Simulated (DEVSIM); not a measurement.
Device: Ru/SiO2/p-Si capacitor, at 350 K.

| layer (left to right) | material | thickness (nm) | Na (cm⁻³) |
|---|---|---|---|
| 1 | SiO2 | 28.0 | - |
| 2 | Si | 1100 | 2.8e17 |

Metal gate on the left, work function 4.7 eV. Fixed charge at the semiconductor interface 0 cm⁻² (in units of +e); no interface traps.

This is a model device: material constants are rounded textbook-type values typed into the input, and sizes, dopings and lifetimes were drawn at random. Values at 300 K; Nc and Nv go as T^1.5, mobilities as T to minus their exponent, the gap by Varshni's rule with the affinity fixed.

| parameter | SiO2 | Si |
|---|---|---|
| gap (eV) | 9 | 1.124 |
| affinity (eV) | 0.9 | 4.05 |
| permittivity | 3.9 | 11.7 |
| Nc (cm⁻³) | - | 2.86e19 |
| Nv (cm⁻³) | - | 3.1e19 |
| Varshni α (eV/K) | - | 0.000473 |
| Varshni β (K) | - | 636 |

Simulated with DEVSIM: 1D Poisson equation in equilibrium, Boltzmann statistics, complete ionisation; no quantum confinement or tunnelling. Metal contacts follow the ideal Schottky-Mott rule: no Fermi-level pinning, no interface dipoles.

Problem. Tabulate band edges, carrier densities and field at 5.4 V on the gate.

Solution. Energies count from the Fermi level of the right contact; mesh points crowd at the junctions.

```csv
x (μm),Ec (eV),Ev (eV),n (cm⁻³),p (cm⁻³),field (V/cm)
0.000,-1.600,-10.600,< 1e2,< 1e2,1700000
0.001322,-1.375,-10.375,< 1e2,< 1e2,1700000
0.004022,-0.916,-9.916,< 1e2,< 1e2,1700000
0.009534,0.021,-8.979,< 1e2,< 1e2,1700000
0.02054,1.891,-7.109,< 1e2,< 1e2,1700000
0.02499,2.649,-6.351,< 1e2,< 1e2,1700000
0.02717,3.020,-5.980,< 1e2,< 1e2,1700000
0.02870,0.043,-1.068,8.6e18,17000,400000
0.03090,0.113,-0.997,8.4e17,170000,280000
0.03569,0.237,-0.873,1.4e16,1.0e7,250000
0.04611,0.469,-0.641,6.3e12,2.3e10,200000
0.07999,0.900,-0.211,4000000,3.6e16,56000
0.1426,0.962,-0.149,510000,2.8e17,61
0.2788,0.962,-0.149,510000,2.8e17,≈ 0
0.6942,0.962,-0.149,510000,2.8e17,≈ 0
0.9294,0.962,-0.149,510000,2.8e17,≈ 0
1.037,0.962,-0.149,510000,2.8e17,≈ 0
1.087,0.962,-0.149,510000,2.8e17,≈ 0
1.114,0.962,-0.149,510000,2.8e17,≈ 0
1.122,0.962,-0.149,510000,2.8e17,≈ 0
1.126,0.962,-0.149,510000,2.8e17,≈ 0
1.128,0.962,-0.149,510000,2.8e17,≈ 0
```
